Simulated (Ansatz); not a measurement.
Effective masses and thermopower of YN under load (space group Fm-3m)

Consider the following.

```yaml
crystal:
  lattice:
    - [0.00000, 2.37880, 2.37880]
    - [2.37880, 0.00000, 2.37880]
    - [2.37880, 2.37880, 0.00000]
  atoms:
    - { symbol: Y, position: [0.00000, 0.00000, 0.00000] }
    - { symbol: N, position: [0.50000, 0.50000, 0.50000] }
```

Level of theory: r2SCAN, rigid bands (plane waves, PAW, scalar-relativistic; Ansatz, a quantum-chemistry and plane-wave program). Condition of this run: hydrostatic pressure of 12 GPa (compression positive) (the target of the relaxation). How the cell was made: cell and atoms relaxed with PBEsol, then loaded as said.

| Property | Result |
|---|---|
| band gap | 0.42 eV |
| electron conductivity mass (300 K, dilute) | 0.186 mₑ |
| hole conductivity mass (300 K, dilute) | 0.48 mₑ |
| effective density of states N_c (300 K) | 1.1e19 cm⁻³ |
| effective density of states N_v (300 K) | 3.5e19 cm⁻³ |
| density-of-states mass, electrons | 0.56 mₑ |
| density-of-states mass, holes | 1.26 mₑ |
| Seebeck coefficient, n-type 1e19 cm⁻³, 300 K | -223 μV/K |
| best n-type power factor at 300 K for τ = 10 fs (best axis; densities from 1e16 to 1e21 cm⁻³ tried, whether or not they can be reached) | 8.8 μW/(cm·K²) at 3e19 cm⁻³ |
| Seebeck coefficient, p-type 1e19 cm⁻³, 300 K | 326 μV/K |
| best p-type power factor at 300 K for τ = 10 fs (best axis; densities from 1e16 to 1e21 cm⁻³ tried, whether or not they can be reached) | 12.3 μW/(cm·K²) at 1e20 cm⁻³ |

Rigid bands; masses and Seebeck coefficients take one relaxation time τ for all states and one kind of carrier; polarons and phonon drag are left out. Spin-orbit coupling is left out; where it splits the top of the valence band, N_v and the p-type Seebeck coefficient come out somewhat high without it. Geometry: cell and atoms relaxed with PBEsol.
